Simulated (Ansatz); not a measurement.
**RuAl (R-3m): band-structure transport figures**

Data:

```xyz
2
Lattice="2.9795 0.0073 0.0073 0.0073 2.9795 0.0073 0.0073 0.0073 2.9795" Properties=species:S:1:pos:R:3 pbc="T T T"
Al     0.0000     0.0000     0.0000
Ru     1.4970     1.4970     1.4970
```

All values below come from PBEsol, rigid bands (plane waves, PAW, scalar-relativistic; Ansatz, a program for electronic structure). Condition of this run: uniaxial stress along [111] of -2 GPa (compression positive) (the target of the relaxation). Geometry: cell and atoms relaxed with PBEsol, then loaded as said.

| Property | Value |
|---|---|
| density of states at the Fermi level | 1.60 states/(eV·cell), both spins |
| bare Sommerfeld coefficient | 1.88 mJ/(mol of atoms·K²) |
| Drude plasma energy | 7.9 eV |
| root-mean-square Fermi velocity | 6.3e5 m/s |
| resistivity times τ | 7.9 ×10⁻²² Ω·m·s |

A metal at this level (no band gap); rigid bands, thermally averaged at 300 K, both spins. Spin-orbit coupling is left out. τ is one relaxation time for all states.
